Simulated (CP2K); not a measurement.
# A self-consistent single point of a sheet of MgI₂ (3 atoms in the cell) with CP2K

Method: PBE, GPW, DZVP-MOLOPT-SR-GTH basis, GTH-PBE potentials (GTH_POTENTIALS) (CP2K).

Input:

```
&GLOBAL
  PROJECT calc
  RUN_TYPE ENERGY_FORCE
  PRINT_LEVEL MEDIUM
&END GLOBAL
&FORCE_EVAL
  METHOD Quickstep
  STRESS_TENSOR ANALYTICAL
  &DFT
    BASIS_SET_FILE_NAME BASIS_MOLOPT
    POTENTIAL_FILE_NAME GTH_POTENTIALS
    &QS
      METHOD GPW
      EPS_DEFAULT 1E-10
    &END QS
    &MGRID
      CUTOFF 1000
      REL_CUTOFF 50
      NGRIDS 5
    &END MGRID
    &SCF
      SCF_GUESS ATOMIC
      EPS_SCF 1E-6
      MAX_SCF 100
      ADDED_MOS 5
      &DIAGONALIZATION
        ALGORITHM STANDARD
      &END DIAGONALIZATION
      &MIXING
        METHOD BROYDEN_MIXING
        ALPHA 0.3
        NBUFFER 8
        BETA 1
      &END MIXING
      &SMEAR ON
        METHOD FERMI_DIRAC
        ELECTRONIC_TEMPERATURE [K] 1160.45
      &END SMEAR
    &END SCF
    &KPOINTS
      SCHEME MONKHORST-PACK 5 5 1
    &END KPOINTS
    &XC
      &XC_FUNCTIONAL PBE
      &END XC_FUNCTIONAL
    &END XC
    &PRINT
      &MO
        EIGENVALUES T
        OCCUPATION_NUMBERS T
        NDIGITS 8
        FILENAME mo
        &EACH
          QS_SCF 0
        &END EACH
        ADD_LAST NUMERIC
      &END MO
      &MULLIKEN ON
      &END MULLIKEN
    &END PRINT
  &END DFT
  &SUBSYS
    &CELL
      ABC 4.01090000 4.01090061 17.33511600
      ALPHA_BETA_GAMMA 90.00000000 90.00000000 119.99999494
      PERIODIC XYZ
    &END CELL
    &COORD
      Mg       0.00000000     0.00000000     8.66755800
      I       -0.00000201     2.31569582    10.33510948
      I        2.00545201     1.15784618     7.00000652
    &END COORD
    &KIND Mg
      BASIS_SET DZVP-MOLOPT-SR-GTH
      POTENTIAL GTH-PBE-q10
    &END KIND
    &KIND I
      BASIS_SET DZVP-MOLOPT-SR-GTH
      POTENTIAL GTH-PBE-q7
    &END KIND
  &END SUBSYS
  &PRINT
    &FORCES ON
    &END FORCES
    &STRESS_TENSOR ON
    &END STRESS_TENSOR
  &END PRINT
&END FORCE_EVAL
```

The program printed (abridged):

```
 GLOBAL| Method name                                                        CP2K
 GLOBAL| Project name                                                       calc
 GLOBAL| Run type                                                   ENERGY_FORCE

 CELL| Volume [angstrom^3]:                                           241.513349
 CELL| Vector a [angstrom]:       4.011     0.000     0.000   |a| =     4.010900
 CELL| Vector b [angstrom]:      -2.005     3.474     0.000   |b| =     4.010901
 CELL| Vector c [angstrom]:       0.000     0.000    17.335   |c| =    17.335116
 CELL| Angle (b,c), alpha [degree]:                                    90.000000
 CELL| Angle (a,c), beta  [degree]:                                    90.000000
 CELL| Angle (a,b), gamma [degree]:                                   119.999995
 CELL| Numerically orthorhombic:                                              NO
 CELL| Periodicity                                                           XYZ

 DFT| Spin restricted Kohn-Sham (RKS) calculation                            RKS
 DFT| Multiplicity                                                             1
 DFT| Number of spin states                                                    1
 DFT| Charge                                                                   0
 DFT| XC density smoothing                                                  NONE
 DFT| XC derivatives                                                          PW

 QS| Method:                                                                 GPW
 QS| Density plane wave grid type                        NON-SPHERICAL FULLSPACE
 QS| Number of grid levels:                                                    5
 QS| Density cutoff [a.u.]:                                                500.0
 QS| Multi grid cutoff [a.u.]: 1) grid level                               500.0
   [... lines left out ...]
 BRILLOUIN| Wavefunction type                                            COMPLEX
 BRILLOUIN| List of Kpoints [2 Pi/Bohr]                                       13
 BRILLOUIN| Number           Weight            X              Y              Z
 BRILLOUIN|     1           0.08000       -0.40000       -0.40000        0.00000
 BRILLOUIN|     2           0.08000       -0.40000       -0.20000        0.00000
 BRILLOUIN|     3           0.08000       -0.40000        0.00000        0.00000
   [... 10 lines left out ...]
 *******************************************************************************

 Extrapolation method: initial_guess

 Re-scaling the density matrix to get the right number of electrons
                  # Electrons              Trace(P)               Scaling factor
                           24                24.000                        1.000

 Number of electrons:                                                         24
 Number of occupied orbitals:                                                 12
 Number of molecular orbitals:                                                17

 Number of orbital functions:                                                 35
 Number of independent orbital functions:                                     35
 SCF WAVEFUNCTION OPTIMIZATION

  Step     Update method      Time    Convergence         Total energy    Change
     1 NoMix/Diag. 0.30E+00      -     1.77196840       -86.5216243861 -8.65E+01
     2 Broy./Diag. 0.30E+00      -     0.01992377       -86.1820227500  3.40E-01
     3 Broy./Diag. 0.30E+00      -     0.06952787       -86.3046773719 -1.23E-01
     4 Broy./Diag. 0.30E+00      -     0.00580217       -86.3728370464 -6.82E-02
     5 Broy./Diag. 0.30E+00      -     0.00735211       -86.3784874478 -5.65E-03
     6 Broy./Diag. 0.30E+00      -     0.00223529       -86.3509315984  2.76E-02
     7 Broy./Diag. 0.30E+00      -     0.00290837       -86.3239646773  2.70E-02
   [... 10 lines left out ...]
    18 Broy./Diag. 0.30E+00      -     0.00000481       -86.3218737781  1.13E-04
    19 Broy./Diag. 0.30E+00      -     0.00000438       -86.3218396426  3.41E-05
    20 Broy./Diag. 0.30E+00      -     0.00000375       -86.3218435706 -3.93E-06
    21 Broy./Diag. 0.30E+00      -     0.00000341       -86.3218463522 -2.78E-06
    22 Broy./Diag. 0.30E+00      -     0.00000032       -86.3218453755  9.77E-07
  *** SCF run converged in    22 steps ***

  Electronic density on regular grids:        -23.9999999833        0.0000000167
  Core density on regular grids:               23.9999999969       -0.0000000031
  Total charge density on r-space grids:        0.0000000136
  Total charge density g-space grids:           0.0000000136

  Overlap energy of the core charge distribution:               0.00000000000000
  Self energy of the core charge distribution:               -195.71329376830329
  Core Hamiltonian energy:                                     53.27858103461060
  Hartree energy:                                              69.32564340266946
  Exchange-correlation energy:                                -13.21277604427718
  Electronic entropic energy:                                  -0.00000000021952
  Fermi energy:                                                -0.03205942051989

  Total energy:                                               -86.32184537551993
  Total energy (extrapolated to T->0):                        -86.32184537541016

                     Mulliken Population Analysis

 #  Atom  Element  Kind  Atomic population                           Net charge
       1     Mg       1          9.495510                              0.504490
       2     I        2          7.252245                             -0.252245
       3     I        2          7.252245                             -0.252245
 # Total charge                             24.000000                 -0.000000

 ENERGY| Total FORCE_EVAL ( QS ) energy [hartree]            -86.321848486299544

 FORCES| Atomic forces [hartree/bohr]
 FORCES|   Atom     x               y               z               |f|
 FORCES|      1 -7.84418702E-11  4.11164658E-09 -6.47971530E-09   7.67453589E-09
 FORCES|      2  8.79212737E-07 -4.54675382E-07  1.14613482E-02   1.14613483E-02
 FORCES|      3 -8.79168537E-07  4.50823320E-07 -1.14613422E-02   1.14613423E-02
 FORCES| Sum    -3.42415961E-11  2.59584476E-10 -4.86233841E-10
 FORCES| Total atomic force                                       5.52249885E-10

 STRESS| Analytical stress tensor [bar]
 STRESS|                        x                   y                   z
 STRESS|      x        2.17394965045E+04  -9.57992220593E+01   4.40566109044E-01
 STRESS|      y       -9.57992220593E+01   2.16288073545E+04  -1.92143413513E-01
 STRESS|      z        4.40566109044E-01  -1.92143413513E-01   1.34423699951E+04
 STRESS| 1/3 Trace                                             1.89368912847E+04
```

The run converged in 22 iterations.

The starting cell was generated: these elements placed on a structure prototype, without a prior relaxation; it need not be a known phase or ordering of this composition. Its lattice was rescaled in the plane by a random factor within 2.5 % of one. Values carry the incompleteness of an atom-centred basis.

Cost on one core of a shared machine: roughly 80 s.
